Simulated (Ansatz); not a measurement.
Some atoms of an NVE trajectory of composition Si3Ge, cell Si48Ge16, held well above this temperature first, at a temperature that wasn't checked against the liquidus, so perhaps supercooled [in the run: it was liquid; mean temperature 1743 K (target 1730 K); density 3.26 g/cm³; mean pressure 0.6 GPa against a target of 0]; time step 2.0 fs, velocity Verlet. The numbers are results of PBE (plane waves, PAW; Ansatz, an electronic-structure program), not measurements. On the run's last frame a denser k-mesh moved the forces by 0.113 eV/Å rms, the static pressure by 0.00 GPa and the free energy by 3 meV/atom, which is about how far such values are converged.

```
atom  mass (u)                  x y z (Å)                       v (Å/fs)                F (eV/Å)
----  --------  -------------------------  -----------------------------  ----------------------
Si17    28.085   5.10555 2.25416 -0.12423    0.019393 -0.007933 0.001173    0.7935 0.5552 0.6203
Si30    28.085   -7.20681 5.96392 3.19247    -0.001068 0.004772 0.003945   -1.0421 0.3992 2.0349
Si31    28.085    8.16891 4.08330 5.24018    -0.009346 0.011381 0.005667   0.4981 -0.2019 0.3520
Si33    28.085  9.26663 -1.95963 10.46716    0.012385 -0.004188 0.005452  -1.2798 0.4618 -0.4510
Si39    28.085  10.73045 -1.29657 8.25713  -0.000114 -0.011178 -0.005276  -0.3303 0.7514 -0.4428
Si44    28.085    0.20532 1.95646 6.99167   -0.008967 0.003326 -0.002569   1.8922 0.0733 -0.5137
Ge60    72.630   3.26014 -7.10987 7.04170   0.007212 -0.008228 -0.006695    0.3256 0.5244 0.6161
Ge64    72.630    7.14916 1.61410 3.35454   0.003210 -0.001061 -0.006880   1.1894 -0.5106 0.2561
```

Q: Give their positions one step later.

A: x' = x + vΔt + FΔt²/(2m), with 1 eV/(Å·u) = 0.0096485 Å/fs².
```tsv
atom	x' y' z' (Å)
Si17	5.14489 2.23867 -0.12146
Si30	-7.20967 5.97374 3.20176
Si31	8.15056 4.10592 5.25175
Si33	9.29052 -1.96769 10.47775
Si39	10.73000 -1.31841 8.24627
Si44	0.18868 1.96316 6.98618
Ge60	3.27465 -7.12619 7.02848
Ge64	7.15590 1.61184 3.34085
```
